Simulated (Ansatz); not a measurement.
## A computed series for SiC: response to strain

Consider SiC in the wurtzite structure (space group P6_3mc, No. 186; a = 3.056 Å, c = 5.016 Å). Axes: x lies along a and z along c of the hexagonal cell.

Strains are applied to the cell and any free atomic positions relax; under biaxial strain the out-of-plane vector relaxes too.

Calculations: Ansatz (a program for electronic structure) LDA, no SOC.

| biaxial strain, plane normal [001], relaxed out of plane (%) | out-of-plane strain (%) |
|---|---|
| -3 | 0.68 |
| -2.4 | 0.54 |
| -1.8 | 0.40 |
| -1.2 | 0.26 |
| -0.6 | ? |
| 0 | 0.00 |

Question: Fit ε⊥ = −νε + γε² (strains in %) to the rows shown and predict the withheld row.

Answer: Least squares on the printed values gives ν = 0.21 (the biaxial Poisson response) and γ = 0.005 (largest residual 0.00 %); this predicts 0.13 %, and the run gives 0.13 %, in agreement.

Stability against distortions was not tested.
